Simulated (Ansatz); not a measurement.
Results of r²SCAN+rVV10 in Ansatz (PAW) for Ga2O3 (model structure, started from the stibnite type, Pnma, No. 62, 20 atoms in the cell).

Numerical settings: plane-wave cutoff 560 eV, 4×12×4 k mesh (along the axes of the cell as run), Fermi–Dirac smearing 0.01 eV, scalar-relativistic PAW data made under PBE.

Cell (relaxed at this level):

```yaml
crystal:
  lattice:
    - [9.70294, 0.00000, 0.00000]
    - [0.00000, 2.84033, 0.00000]
    - [0.00000, 0.00000, 8.00163]
  atoms:
    - { symbol: Ga, position: [0.97424, 0.25000, 0.20095] }
    - { symbol: Ga, position: [0.47424, 0.25000, 0.29905] }
    - { symbol: Ga, position: [0.02576, 0.75000, 0.79905] }
    - { symbol: Ga, position: [0.52576, 0.75000, 0.70095] }
    - { symbol: Ga, position: [0.76662, 0.25000, 0.92770] }
    - { symbol: Ga, position: [0.26662, 0.25000, 0.57230] }
    - { symbol: Ga, position: [0.23338, 0.75000, 0.07230] }
    - { symbol: Ga, position: [0.73338, 0.75000, 0.42770] }
    - { symbol: O, position: [0.35110, 0.25000, 0.12158] }
    - { symbol: O, position: [0.85110, 0.25000, 0.37842] }
    - { symbol: O, position: [0.64890, 0.75000, 0.87842] }
    - { symbol: O, position: [0.14890, 0.75000, 0.62158] }
    - { symbol: O, position: [0.40315, 0.25000, 0.74037] }
    - { symbol: O, position: [0.90315, 0.25000, 0.75963] }
    - { symbol: O, position: [0.59685, 0.75000, 0.25963] }
    - { symbol: O, position: [0.09685, 0.75000, 0.24037] }
    - { symbol: O, position: [0.62830, 0.25000, 0.55851] }
    - { symbol: O, position: [0.12830, 0.25000, 0.94149] }
    - { symbol: O, position: [0.37170, 0.75000, 0.44149] }
    - { symbol: O, position: [0.87170, 0.75000, 0.05851] }
```

Estimate the band gap and smallest direct gap on the k points sampled that the calculation returns.


* **band gap**: 3.16 eV (indirect)
* **smallest direct gap on the k points sampled**: 3.20 eV

Note: the relaxation could raise the start's symmetry but not lower it, so the cell can be a saddle point.

Spin–orbit coupling is not included.

Cost on a shared machine: very roughly 4 core-minutes.

A model structure was made by putting elements into a prototype or built by hand; it is no filed structure, need not be a known phase, and can be a saddle point held by its symmetry.

Ansatz is a program for electronic structure.
